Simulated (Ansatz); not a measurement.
SiO2 (Ima2, No. 46, 12 atoms in the cell; start mp-555251; a measured phase of this formula has another space group) was calculated with PBE0 (Ansatz, a program for electronic structure, PAW).

Input:

Ansatz 0.2 input:
```yaml
crystal:
  lattice:
    - [-4.9379724395, 4.2866740503, 2.5618328687]
    - [4.9379724395, -4.2866740503, 2.5618328687]
    - [4.9379724395, 4.2866740503, -2.5618328687]
  atoms:
    - { symbol: Si, position: [0.1497752032, 0.5919494486, 0.742419068] }
    - { symbol: Si, position: [0.8495303806, 0.4073561352, 0.257580932] }
    - { symbol: Si, position: [0.1497752032, 0.9073561352, 0.0578257547] }
    - { symbol: Si, position: [0.8495303806, 0.0919494486, 0.9421742453] }
    - { symbol: O, position: [0.0773035057, 0.3492093818, 0.8455065096] }
    - { symbol: O, position: [0.5037028722, 0.2317969961, 0.1544934904] }
    - { symbol: O, position: [0.0773035057, 0.7317969961, 0.2280941239] }
    - { symbol: O, position: [0.5037028722, 0.8492093818, 0.7719058761] }
    - { symbol: O, position: [0.9379493511, 0.9379493511, 0.0] }
    - { symbol: O, position: [0.9379493511, 0.4379493511, 0.5] }
    - { symbol: O, position: [0.8772746953, 0.2262986872, 0.1509760082] }
    - { symbol: O, position: [0.075322679, 0.7262986872, 0.8490239918] }
basis:
  ecutwfc: 460
  ecutrho_ratio: 4
  xc_grid: 2
kpoints:
  mp_grid: { grid: [6, 6, 6] }
  band_path: { path: [[0, 0, 0], [-0.621807, 0.378193, 0.621807]], npoints: 1 }
hamiltonian:
  xc: pbe0
  dispersion: none
  pseudopotentials: { kind: paw }
scf:
  occupations: { method: fermi_dirac, width: 0.01 }
  convergence: { dr2_threshold: 0.0000000012 }
output:
  forces: true
  stress: true
  eigenvalues: true
  write_bands: true
```

Excerpt of the program's output:

```
WARN output.stress: scf.exx.energy_threshold = 1e-6 eV is looser than the 1.2e-7 eV advised for a stress under a hybrid functional (1e-8 eV for each atom of …
Crystal: 12 atoms, lattice volume = 216.910 Å³
Basis set: ecut = 460 eV, 4859 PW (Γ), exchange–correlation on 100×100×100 points (8 copies of the dense FFT grid, shifted against one another)
Bands: 44, of which v1, the nominal top of the filled ones, is band 32 counted from 1 (31 counted from 0)
Symmetry: 4 space group operations
Space group: Ima2 (ITA 46), of the structure as read, at distance tolerance 6.0e-5 Å
k-points: 46 of 216 (time reversal used)
Functional: x = pbe(κ = 0.804, μ = 0.2195149727645171), c = pbe(β = 0.06672455060314922), warm-up for x = 0.75 pbe(κ = 0.804, μ = 0.2195149727645171) + 0.25 exact, c = pbe(β = 0.06672455060314922)
SCF iter   1: F=—  HF=-7096.345760 eV  |F-HF|=—  |Δ(HF+E_count)|=         —  Δρ=1.49e-3  dr2=4.32e-3
SCF iter   2: F=-7096.351852 eV  HF=-7096.351017 eV  |F-HF|=8.36e-4  |Δ(HF+E_count)|=   5.26e-3  Δρ=9.20e-4  dr2=1.07e-3
Crystal: 12 atoms, lattice volume = 216.910 Å³
Initial density: handed on by an earlier stage of this run
Functional: x = 0.75 pbe(κ = 0.804, μ = 0.2195149727645171) + 0.25 exact, c = pbe(β = 0.06672455060314922)
  ...
Crystal: 12 atoms, lattice volume = 216.910 Å³
SCF iter   5: F=—  HF=-7099.101831 eV  |F-HF|=—  |Δ(HF+E_count)|=   6.52e-9  Δρ=8.34e-7  dr2=1.29e-9
SCF iter   6: F=-7099.101831 eV  HF=-7099.101831 eV  |F-HF|=1.91e-11  |Δ(HF+E_count)|=  6.28e-11  Δρ=2.13e-7  dr2=1.04e-10
SCF 3 converged in 6 iterations: F = -7099.101831 eV  dr2 = 1.04e-10
Free energy (F): -7099.101831 eV
Internal energy: -7099.101831 eV  (E = F + TS)
E sigma→0 (E₀):  -7099.101831 eV
Fermi energy:    1.806532 eV
--- Forces (eV/Å), atoms counted from 1 ---
  atom   1  Si    -0.07839949    -0.05976346    -0.00535965
  atom   2  Si     0.07839949     0.05976346    -0.00535965
  atom   3  Si     0.07839949    -0.05976346    -0.00535965
  atom   4  Si    -0.07839949     0.05976346    -0.00535965
  atom   5  O      0.18284611    -0.13804266    -0.08759575
  atom   6  O     -0.18284611     0.13804266    -0.08759575
  atom   7  O     -0.18284611    -0.13804266    -0.08759575
  atom   8  O      0.18284611     0.13804266    -0.08759575
  atom   9  O     -0.00000000    -0.00000000     0.13273394
  atom  10  O     -0.00000000     0.00000000     0.13273394
  atom  11  O      0.00000000    -0.23044638     0.05319010
  atom  12  O     -0.00000000     0.23044638     0.05319010
--- Stress (GPa, compression-positive) ---
       -1.962043       0.000000       0.000000
        0.000000      -2.012551       0.000000
        0.000000       0.000000      -1.907737
  P = ⅓ Tr σ = -1.9608 GPa (-19.608 kbar)
```

The PAW data were made under PBE.

Note: cell and atoms aren't relaxed at this level (largest force component 0.23 eV/Å, pressure -2.0 GPa).

The result took around 20 core-minutes (rough).

A start named mp-… is a Materials Project structure, which need not be a measured phase.
